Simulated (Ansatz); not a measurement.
The starting structures come from a database of crystals and need not be the phases stable at ambient conditions.

 Where the default PAW files enter, the runs use the earlier of Ansatz's two default sets.

Inside the gap of an insulator the Bloch states are evanescent, with a wavenumber k + iκ along the transport direction.

Consider the following.

```yaml
crystal:
  lattice:
    - [3.05789, 0.00000, 0.00000]
    - [0.00000, 4.32451, 0.00000]
    - [1.52895, 2.16226, 1.52895]
  atoms:
    - { symbol: Be, position: [0.50000, 0.75000, 0.00000] }
    - { symbol: Be, position: [0.50000, 0.25000, 0.00000] }
    - { symbol: C, position: [0.00000, 0.00000, 0.00000] }
```

Space group of this cell: Fm-3m. The cell is taken as given; by PBEsol its mean pressure is -2.0 GPa.

Transport runs along the normal of the first two printed cell vectors, the (110) plane of the conventional cell.

The gap is the functional's own. No spin-orbit coupling. Mid-gap values are interpolated on the energy grid.

### Question
Compute, with PBEsol (Ansatz, a program for electronic structure), the band gap and the smallest decay constant κ at mid-gap.

### Answer
Gap 1.08 eV on a 20×20×20 mesh; κ = 0.143 1/Å, at the zone centre.
